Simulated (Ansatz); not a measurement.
# Tl2Se (model structure, started from the CdI2 type, P-3m1, No. 164, 3 atoms in the cell)

All values below come from PBE0 (plane waves, PAW; Ansatz, a quantum-chemistry and plane-wave program).

Numerical settings: plane-wave cutoff 460 eV, 6×6×4 k mesh (along the axes of the cell as run), Fermi–Dirac smearing 0.01 eV, scalar-relativistic PAW data made under PBE.

Cell (relaxed with PBE-D3(BJ)):

```cif
data_SeTl2
_chemical_formula_sum 'Se1 Tl2'
_space_group_name_H-M_alt 'P-3m1'
_space_group_IT_number 164
_space_group_name_Hall '-P 3 2"'
_cell_length_a 4.51988
_cell_length_b 4.51988
_cell_length_c 6.50254
_cell_angle_alpha 90.000
_cell_angle_beta 90.000
_cell_angle_gamma 120.000
loop_
_atom_site_label
_atom_site_type_symbol
_atom_site_symmetry_multiplicity
_atom_site_Wyckoff_symbol
_atom_site_fract_x
_atom_site_fract_y
_atom_site_fract_z
_atom_site_occupancy
Se1 Se 1 a 0.00000 0.00000 0.00000 1
Tl1 Tl 2 d 0.33333 0.66667 0.26360 1
```

```json
{
  "band_gap": "1.14 eV (on the SCF k mesh)",
  "smallest_direct_gap_on_the_k_points_sampled": "1.30 eV"
}
```

Note: the relaxation could raise the start's symmetry but not lower it, so the cell can be a saddle point; cell and atoms aren't relaxed at this level (largest force component 0.25 eV/Å, pressure -1.5 GPa).

Spin–orbit coupling is not included; with these elements it can move the gap by several tenths of an eV or more.

A model structure was made by putting elements into a prototype or built by hand; it is no filed structure, need not be a known phase, and can be a saddle point held by its symmetry.
